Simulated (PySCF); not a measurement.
PySCF 2.14.0, CAM-B3LYP/def2-svpd: FC1=C[SiH2][Si@H]1Cl, 10 atoms. The geometry is a generated start, not checked to be a minimum at this level.

```json
{
 "task": "energy and gradient",
 "method": "cam-b3lyp",
 "basis": "def2-svpd",
 "mol.max_memory": "7000 MB",
 "mf.init_guess": "minao (default)",
 "mf.DIIS": "CDIIS (default)",
 "mf.diis_space": "8 (default)",
 "mf.conv_tol": "1e-09 (default)",
 "mf.grids.level": "3 (default)",
 "basis functions (reference run)": "170",
 "grid points (reference run)": "138976"
}
```

```xyz
10

F     -2.1307     1.2755     0.7776
C     -0.9656     0.6796     0.4392
C      0.2612     0.7597     1.0240
Si     1.3369    -0.3654    -0.0545
Si    -0.6337    -0.5048    -1.0396
Cl    -1.7691    -2.1504    -0.6535
H      0.5620     1.3269     1.9062
H      1.8414    -1.5371     0.7122
H      2.4075     0.4094    -0.7402
H     -0.9098     0.1066    -2.3715
```
Charge 0, spin multiplicity 1.

The reference run uses exact four-centre integrals. One run each, on a shared machine, so no times are given.

Settings tried, all else as in the reference:
- density fitting, auxbasis = def2-universal-jfit
- density fitting
- density fitting, auxbasis = autoaux
- density fitting of J alone, exact K

Sort the settings: which keep to the reference within 1.0 meV/atom in energy, 10 meV/Å in forces (largest component), and which don't?

Within it: density fitting, auxbasis = autoaux; density fitting; density fitting of J alone, exact K. Outside: density fitting, auxbasis = def2-universal-jfit.

| setting | energy against the reference | difference in forces (largest component) |
|---|---|---|
| density fitting, auxbasis = autoaux | −0.12 meV/atom | 1.4 meV/Å |
| density fitting | −0.23 meV/atom | 1.3 meV/Å |
| density fitting of J alone, exact K | −0.40 meV/atom | 1.3 meV/Å |
| density fitting, auxbasis = def2-universal-jfit | +2800 meV/atom | 1100 meV/Å |

Total energies are compared; such shifts often cancel in part in energy differences. def2-universal-jfit is made for Coulomb alone and misses functions that exchange needs. Also tried and not ranked: density fitting, auxbasis = def2-universal-jkfit (same energy as a listed run); COSX exchange (sgx_fit, pjs) with fitted J, mf.with_df.grids_level_i = 1, mf.with_df.grids_level_f = 1 (gradient came out as NaN); COSX exchange (sgx_fit, pjs) with fitted J, mf.with_df.grids_level_i = 1, mf.with_df.grids_level_f = 2 (default) (gradient came out as NaN); COSX exchange (sgx_fit, pjs) with fitted J, mf.with_df.grids_level_i = 1, mf.with_df.grids_level_f = 3 (gradient came out as NaN); COSX exchange (sgx_fit, pjs) with fitted J, mf.with_df.grids_level_i = 1, mf.with_df.grids_level_f = 4 (gradient came out as NaN). The tolerance is a choice made for this comparison.
